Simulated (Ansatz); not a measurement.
**SiO₂ (I-42d, No. 122, 6 atoms in the cell; start mp-546794; a measured phase of this formula has another space group)**

Method: r²SCAN-D4 (Ansatz, an electronic-structure program, PAW).

Run with plane-wave cutoff 500 eV, 12×12×12 k mesh, gaussian smearing 0.02 eV, scalar-relativistic PAW data made under PBE.

Cell (relaxed at this level):

Space group I-42d (No. 122); a = b = 4.888 Å, c = 7.299 Å, α = β = γ = 90.00°

| atom | site | symmetry | x | y | z |
|---|---|---|---|---|---|
| Si | 4a | -4.. | 0.0000 | 0.0000 | 0.0000 |
| O | 8d | .2. | 0.1072 | 0.2500 | 0.1250 |
(The calculation used a cell of 6 atoms; values per cell refer to that cell.)

For SiO₂ (I-42d, No. 122, 6 atoms in the cell; start mp-546794; a measured phase of this formula has another space group), the band gap is 6.66 eV (on the SCF k mesh).

Note: the relaxation could not lower the start's symmetry, so the cell can be a saddle point above a distorted one.

Computed values are for the static lattice.

A start named mp-… is a Materials Project structure, which need not be a measured phase.
